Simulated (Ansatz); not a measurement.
## Li in the bcc (W type) structure (space group Im-3m, No. 229)

```xyz
1
Lattice="-1.7387 1.7387 1.7387 1.7387 -1.7387 1.7387 1.7387 1.7387 -1.7387" Properties=species:S:1:pos:R:3 pbc="T T T"
Li     0.0000     0.0000     0.0000
```

Calculations: Ansatz (a program for electronic structure), r2SCAN, PAW, cutoff 500 eV, no spin-orbit coupling. Settings: 19×19×19 k-points, 0.05 eV Fermi–Dirac smearing.

```yaml
volume_per_atom: 21.03 Å³
density: 0.55 g/cm³
band_gap: zero
total_energy: -205.133 eV/atom (σ→0; compares only within this code and set-up)
```

No phonon test of stability was made.
